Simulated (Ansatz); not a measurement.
```xyz
2
Lattice="11.0000 0.0000 0.0000 0.0000 11.0000 0.0000 0.0000 0.0000 4.3519" Properties=species:S:1:pos:R:3 pbc="T T T"
Ni     5.5000     5.5000     0.0000
Ni     5.5000     5.5000     2.1759
```

Method: PBE (plane waves to 420 eV, PAW; Ansatz, an electronic-structure program). Mesh 1×1×70. Collinear spin, started with parallel moments, and moments remain. Isolated but for its images some 11 Å away. A model structure. It keeps the symmetry and period of its start, so it need not be a minimum against all distortions. Pairing along the axis, which can open a gap, is among the distortions not tried. No Hubbard term is applied. Fermi–Dirac width 0.02 eV. Buckling under compression is shut out by symmetry and the short period.

Task: Say what this body is, and give its properties.

Result: Free linear chain of Ni atoms. A hypothetical model.
```
Property                              Value
---------------------  --------------------
net spin moment            2.30 μB a period
PBE gap                none (under 0.01 eV)
work function (PBE)                 4.99 eV
axial stiffness dF/dε                 28 nN
```
